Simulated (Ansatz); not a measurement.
Pressure series in InAs

The parent structure is InAs in the zinc blende structure (space group F-43m, No. 216).

```yaml
crystal:
  lattice:
    - [0.00000, 3.01303, 3.01303]
    - [3.01303, 0.00000, 3.01303]
    - [3.01303, 3.01303, 0.00000]
  atoms:
    - { symbol: In, position: [0.00000, 0.00000, 0.00000] }
    - { symbol: As, position: [0.25000, 0.25000, 0.25000] }
```

Cell and atoms are relaxed at each pressure.

Computed with LDA (Ansatz, a first-principles code, PAW, without spin-orbit coupling).

Notes on the quantities. enthalpy: H = E + PV relative to the base's energy.

| variant | enthalpy | lattice parameter a |
|---|---|---|
| base | – | 6.026 Å |
| pressure −2 GPa | -0.35 eV/atom | 6.100 Å |
| pressure −1 GPa | -0.17 eV/atom | 6.061 Å |
| pressure 0.9 GPa | +0.15 eV/atom | 5.997 Å |
| pressure 2.1 GPa | +0.35 eV/atom | 5.962 Å |
| pressure 4.5 GPa | +0.74 eV/atom | 5.898 Å |
| pressure 9 GPa | +1.44 eV/atom | 5.801 Å |
| pressure 15 GPa | +2.33 eV/atom | 5.698 Å |
| pressure 22.5 GPa | +3.39 eV/atom | 5.595 Å |
| pressure 30 GPa | +4.39 eV/atom | 5.512 Å |

A case with no gap was solved on a k-mesh chosen for an insulator, which is coarse for it. Load acts through the strain it causes; cell and atoms are relaxed under it. Whether these cells are dynamically stable was not tested. The final runs are not spin-polarised. Measured, InAs leaves this structure (for rock salt) near 7 GPa (temperature not stated; as listed in Datta, Sujoy, Jana, Debnarayan, arXiv (2020)).
